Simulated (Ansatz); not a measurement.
How the smallest direct gap on the k points sampled of Zr₃N₄ (I-43d, No. 220) moves with the method

No measured value is used here.

```json
[
 {"level (code)": "LDA (Ansatz)", "value (eV)": "0.62"},
 {"level (code)": "PBE+SOC (Ansatz)", "value (eV)": "0.66"},
 {"level (code)": "PBEsol+SOC (Ansatz)", "value (eV)": "…"},
 {"level (code)": "HSE06+SOC (Ansatz)", "value (eV)": "1.54"},
 {"level (code)": "PBE0 (Ansatz)", "value (eV)": "2.26"}
]
```

Complete the blanks.


- PBEsol+SOC (Ansatz, a program for electronic structure), value (eV): 0.72

Computed values are for a static lattice. Spin–orbit coupling is included only where a level's name says +SOC; with heavier elements it mostly lowers gaps and can invert bands.  Values are at a fixed cell, not relaxed at this level and not confirmed as the measured one; PBEsol+SOC at the PBEsol cell. Cutoffs and k meshes differ between the levels. Ansatz's density-functional and Hartree–Fock values are scalar-relativistic unless marked +SOC, with PAW data made under PBE.
